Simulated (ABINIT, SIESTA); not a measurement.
An ABINIT input for a self-consistent single point of HgTe (P3_221, 6 atoms in the cell) (DFT, PBEsol, plane waves, norm-conserving pseudopotentials (PseudoDojo nc-sr-04 PBEsol standard)):

```
# HgTe, PseudoDojo nc-sr-04 PBEsol standard
pp_dirpath "./"
pseudos "Hg.upf, Te.upf"
acell 3*1.0
rprim
         8.4868987304    0.0000002973    0.0000000000
        -4.2434496227    7.3498697512    0.0000000000
         0.0000000000    0.0000000000   18.9433743432
natom 6
ntypat 2
znucl 80 52
typat 1 1 1 2 2 2
xred
         0.6883200000    0.6883200000   -0.0000000000
         0.3116800000    0.0000000000    0.6666666667
         0.0000000000    0.3116800000    0.3333333333
         0.5137200000    0.5137200000    0.5000000000
         0.4862800000    0.0000000000    0.1666666667
         0.0000000000    0.4862800000    0.8333333333
ecut 41
occopt 3
tsmear 0.01 eV
nband 67
kptopt 1
ngkpt 5 5 2
nshiftk 1
shiftk 0 0 0
nstep 100
tolvrs 1.0e-10
prtwf 0
prtden 0
prtvol 1
enunit 2
```

### Question
Give the SIESTA input for the same structure, mesh, smearing and functional.

### Answer
One input that does it (others would too):

```
# files in the folder: Hg.psml Te.psml (PseudoDojo PBEsol standard)
SystemName  HgTe
SystemLabel hgte

NumberOfAtoms                6
NumberOfSpecies              2
%block ChemicalSpeciesLabel
  1 80 Hg
  2 52 Te
%endblock ChemicalSpeciesLabel
LatticeConstant              4.491073 Ang
%block LatticeVectors
     1.000000000    0.000000000    0.000000000
    -0.500000111    0.866025558    0.000000000
     0.000000000    0.000000000    2.232072825
%endblock LatticeVectors
AtomicCoordinatesFormat      Fractional
%block AtomicCoordinatesAndAtomicSpecies
     0.688320000    0.688320000    0.000000000  1
     0.311680000    0.000000000    0.666667000  1
     0.000000000    0.311680000    0.333333000  1
     0.513720000    0.513720000    0.500000000  2
     0.486280000    0.000000000    0.166667000  2
     0.000000000    0.486280000    0.833333000  2
%endblock AtomicCoordinatesAndAtomicSpecies

XC.functional                GGA
XC.authors                   PBEsol
PAO.BasisSize                DZP
PAO.EnergyShift              0.005 Ry
MeshCutoff                   300 Ry
%block kgrid.MonkhorstPack
    5   0   0  0.0
    0   5   0  0.0
    0   0   2  0.0
%endblock kgrid.MonkhorstPack
OccupationFunction           FD
ElectronicTemperature        10.0 meV

MaxSCFIterations             150
SCF.Mixer.Method             Broyden
SCF.Mixer.Weight             0.1
SCF.Mixer.History            8
SCF.DM.Tolerance             1.0E-04
Diag.ParallelOverK           true
WriteForces                  true
```

Basis settings and potentials, where a program has them, do not carry over. This input uses DFT, GGA PBEsol, numerical atomic orbitals DZP, PseudoDojo PBEsol standard norm-conserving potentials (rewritten from UPF to PSML).

The starting cell comes from a database of computed structures (which also holds hypothetical and non-ambient phases and stackings), without a prior relaxation at this level. Its lattice was rescaled by a random factor within 2.5 % of one. For this run, on top of that: lattice scaled by 0.98.
